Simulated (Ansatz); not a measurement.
Consider Pd in the fcc (Cu type) structure (space group Fm-3m, No. 225; relaxed with 0.1 eV smearing).

```yaml
crystal:
  lattice:
    - [0.00000, 1.92070, 1.92070]
    - [1.92070, 0.00000, 1.92070]
    - [1.92070, 1.92070, 0.00000]
  atoms:
    - { symbol: Pd, position: [0.00000, 0.00000, 0.00000] }
```

Method: LDA, PAW, 420 eV (Ansatz, a program for electronic structure; without spin-orbit coupling).

Strains are applied to the cell and any free atomic positions relax.

One change was made to it. Results:

The energy goes up by 71 meV/atom; the pressure goes from zero to -15.7 GPa; the band gap stays zero.

Question: What was done to the base?
A. isotropic strain −0.50 %
B. isotropic strain +3.00 %
C. isotropic strain +2.00 %
D. isotropic strain −1.00 %

Answer: B, isotropic strain +3.00 %. For comparison, the energy relative to the base in the other runs: isotropic strain +2.00 % gives +33 meV/atom; isotropic strain −0.50 % gives +2.3 meV/atom; isotropic strain −1.00 % gives +9.4 meV/atom.

Stability against distortions was not tested. The final runs are not spin-polarised. Pd lies near a magnetic instability that expansion can trigger; it was not tested.
